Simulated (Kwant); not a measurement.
Model system: wire with a side stub in a ZnO two-dimensional gas. Effective mass 0.3 mₑ, grid spacing 2.7 nm, hard walls, nominal width 80 nm (29 grid rows, so walls 81 nm apart), one parabolic valley, scattering region 240 nm long along x; energies count from the band bottom; Fermi energy swept from 0.00015668 to 0.0018606 eV. Closed stub on one side, 93 nm wide and 58 nm deep.

Constants are typed, rounded textbook-type inputs, not results; the design itself was drawn at random and stands for no fabricated device.

Kwant, effective-mass tight-binding model on a square grid, one spin, coherent transport at 0 K. Conductance is in e²/h.

Problem. How many channels do the leads carry at E = 0.901, 1.04, 1.45 meV?

Solution. The hard-wall thresholds are n² ħ²π²/(2mW²) = n² × 0.191 meV with W = 81 nm. √(0.901/0.191) = 2.17, so 2. √(1.04/0.191) = 2.34, so 2. √(1.45/0.191) = 2.75, so 2.
